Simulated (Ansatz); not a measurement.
Start from CdTe in the zinc blende structure (space group F-43m, No. 216; a = 6.558 Å).

Structures relaxed with Kohn–Sham DFT with the r2SCAN functional, run in Ansatz (a first-principles code) with PAW and 500 eV plane waves, scalar-relativistic without spin-orbit coupling.

Base:

Simulated powder pattern, Cu Kα1, λ = 1.54056 Å (kinematic, ideal powder, no thermal factors, no anomalous dispersion; the 8 strongest lines at most, above 2 %, up to 2θ = 90°):

| 2θ (°) | I/Imax (%) | hkl |
|---|---|---|
| 23.48 | 100 | (111) |
| 38.81 | 80 | (220) |
| 45.86 | 49 | (311) |
| 56.05 | 13 | (400) |
| 61.60 | 20 | (331) |
| 70.26 | 27 | (422) |
| 75.23 | 15 | (511) |
| 88.04 | 15 | (531) |

Perturbation: every Te is replaced by I, then cell and atoms are relaxed.

Q: Predict the new powder pattern.

A: 
Simulated powder pattern, Cu Kα1, λ = 1.54056 Å (kinematic, ideal powder, no thermal factors, no anomalous dispersion; the 8 strongest lines at most, above 2 %, up to 2θ = 90°):

```
2θ (°)  d (Å)  I/Imax (%)    hkl
------  -----  ----------  -----
21.24   4.179         100  (111)
35.03   2.559          83  (220)
41.34   2.182          52  (311)
50.39   1.810          14  (400)
55.27   1.661          22  (331)
62.84   1.478          29  (422)
67.14   1.393          16  (511)
78.04   1.223          16  (531)
```

The indices refer to each structure's own conventional cell; one index is shown for lines that coincide.

Whether these cells are dynamically stable was not tested. As relaxed here, CdI is a hypothetical phase, not in the database extracts checked. All final runs are without spin polarisation. An odd electron count without spin: CdI.
